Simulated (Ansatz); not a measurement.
**TiO2: pressure −2 GPa**

Base system: TiO$_{2}$ in the rutile structure (space group P4_2/mnm, No. 136; a = 4.597 Å, c = 2.954 Å).

One thing is altered: hydrostatic tension (pressure −2 GPa).

Calculations: r2SCAN, PAW, 500 eV (Ansatz, a quantum-chemistry and plane-wave program; no spin-orbit coupling). Settings: 7×7×11 k-points, 0.05 eV Fermi–Dirac smearing.

| quantity | base | changed | shift |
|---|---|---|---|
| density | 4.25 g/cm³ | 4.21 g/cm³ | -0.04 g/cm³ |
| lattice parameter a | 4.597 Å | 4.614 Å | +0.017 Å |
| c/a ratio | 0.643 | 0.641 | -0.0013 |
| shortest interatomic distance | 1.948 Å | 1.951 Å | +0.003 Å |
| enthalpy H = E + PV relative to the base's energy | – | -0.13 eV/atom | – |
| band gap | 2.22 eV | 2.21 eV | -0.01 eV |
| gap character | direct at Γ | direct at Γ | – |
| width of the top valence band | 1.66 eV | 1.64 eV | -0.02 eV |
| valence-band top at Γ (three highest levels, from the VBM) | 0.00, -0.48, -0.48 eV | 0.00, -0.47, -0.47 eV | – |

Load acts through the strain it causes; cell and atoms are relaxed under it. Whether these cells are dynamically stable was not tested. All final runs are without spin polarisation.
